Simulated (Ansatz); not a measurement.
## hypothetical CsCl type LaP with two functionals

Take LaP in the CsCl type structure (space group Pm-3m, No. 221; a = 3.6414 Å; a hypothetical phase, not in the database extracts checked) as the base.

(Cell as relaxed with PBE.)

Levels (all Ansatz, a first-principles code, PAW): PBE (420 eV, no spin-orbit coupling); r2SCAN (500 eV, no spin-orbit coupling).

Each level relaxes its own structure.

| quantity | PBE | r2SCAN |
|---|---|---|
| volume per atom | 24.14 Å³ | 24.31 Å³ |
| lattice parameter a | 3.641 Å | 3.650 Å |
| band gap | zero | zero |

PBE's volume per atom lies 0.164 Å³ below r2SCAN's (0.7 %); PBE's lattice parameter a lies 0.0082 Å below r2SCAN's (0.2 %); the two agree on the band gap. Neither level is exact; r2SCAN is the comparison here, not a measurement.

Whether these cells are dynamically stable was not tested. All final runs are without spin polarisation.
